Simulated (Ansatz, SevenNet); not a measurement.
For fluorite PbF2 (high-temperature phase), the machine-learned potential SevenNet-l3i5 (trained on PBE and PBE+U data) gives:

- elastic constant C11: 98.8 GPa
- elastic constant C44: 20.6 GPa
- polycrystal shear modulus: 23.8 GPa

What does r²SCAN0 (PAW; Ansatz, a quantum-chemistry and plane-wave program) give for the same quantities?


- elastic constant C11: 117 GPa (goes up by 18 %)
- elastic constant C44: 24.7 GPa (rises by 20 %)
- Voigt–Reuss–Hill shear modulus: 26.1 GPa (grows by 9.7 %)

For comparison: elastic constant C11 96.1 ± 0.09 GPa (measured, room temperature, no zero-point or thermal correction; as tabulated in Jamieson, Manghnani, Matsui, Ming, J. Geophys. Res. 91, 4643 (1986)); elastic constant C44 20.8 ± 0.01 GPa (measured, room temperature, not corrected to a static lattice; as tabulated in Jamieson, Manghnani, Matsui, Ming, J. Geophys. Res. 91, 4643 (1986)).

Changes are worked out from the printed values.

Unless a cell is named, each level is at its own relaxed cell (SevenNet-l3i5 18.01, r²SCAN0 17.13 Å³/atom).

Levels without +SOC leave out spin–orbit coupling, which shifts energies and cells of such heavy elements.

Ansatz's density-functional and Hartree–Fock values are scalar-relativistic unless marked +SOC, with PAW data made under PBE.
